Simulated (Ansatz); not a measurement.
**GaAl3N4 (model structure, P3m1, No. 156, 8 atoms in the cell)**

All values below come from r²SCAN (plane waves, PAW; Ansatz, a program for electronic structure).

Settings: plane-wave cutoff 560 eV, 12×12×4 k mesh (along the axes of the cell as run), Fermi–Dirac smearing 0.01 eV, scalar-relativistic PAW data made under PBE.

Cell (relaxed at this level):

```yaml
crystal:
  lattice:
    - [3.12500, 0.00000, 0.00000]
    - [-1.56250, 2.70633, 0.00000]
    - [0.00000, 0.00000, 10.07339]
  atoms:
    - { symbol: Ga, position: [0.33333, 0.66667, 0.00561] }
    - { symbol: N, position: [0.33333, 0.66667, 0.20071] }
    - { symbol: Al, position: [0.66667, 0.33333, 0.25808] }
    - { symbol: N, position: [0.66667, 0.33333, 0.44643] }
    - { symbol: Al, position: [0.33333, 0.66667, 0.50486] }
    - { symbol: N, position: [0.33333, 0.66667, 0.69310] }
    - { symbol: Al, position: [0.66667, 0.33333, 0.75127] }
    - { symbol: N, position: [0.66667, 0.33333, 0.93949] }
```

```yaml
band_gap: 3.91 eV (on the SCF k mesh)
bulk_modulus: 208 GPa
```

Note: the bulk modulus is −V dP/dV from two relaxed cells at ±2 % in volume; the relaxation could raise the start's symmetry but not lower it, so the cell can be a saddle point.

Spin–orbit coupling is not included.

Computed values are for the static lattice.

It cost about 4 core-minutes (a rough figure) of CPU time.

A model structure was made by putting elements into a prototype or built by hand; it is no filed structure, need not be a known phase, and can be a saddle point held by its symmetry.
